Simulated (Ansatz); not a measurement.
Results of HSE06+SOC (Ansatz, a program for electronic structure, PAW) for MgIn2O4 (model structure, started from the defect chalcopyrite type, I-4, No. 82, 7 atoms in the cell).

Settings: plane-wave cutoff 460 eV, 6×6×6 k mesh, Fermi–Dirac smearing 0.01 eV, PAW data made under PBE.

Cell (relaxed with PBEsol):

```
CELL_PARAMETERS angstrom
     -2.38561     2.38561     4.94695
      2.38561    -2.38561     4.94695
      2.38561     2.38561    -4.94695
ATOMIC_POSITIONS crystal
  In 0.50000 0.50000 0.00000
  In 0.25000 0.75000 0.50000
  Mg 0.00000 0.00000 0.00000
  O  0.32908 0.84539 0.95276
  O  0.89263 0.37632 0.04724
  O  0.15461 0.10737 0.48369
  O  0.62368 0.67092 0.51631
```

Task: What does this level give for the band gap and smallest direct gap on the k points sampled?

Result: 
* **band gap**: 3.01 eV
* **smallest direct gap on the k points sampled**: 3.02 eV

Note: the relaxation could raise the start's symmetry but not lower it, so the cell can be a saddle point; cell and atoms aren't relaxed at this level (pressure -0.8 GPa).

The result took roughly 50 core-minutes.

A model structure was made by putting elements into a prototype or built by hand; it is no filed structure, need not be a known phase, and can be a saddle point held by its symmetry.
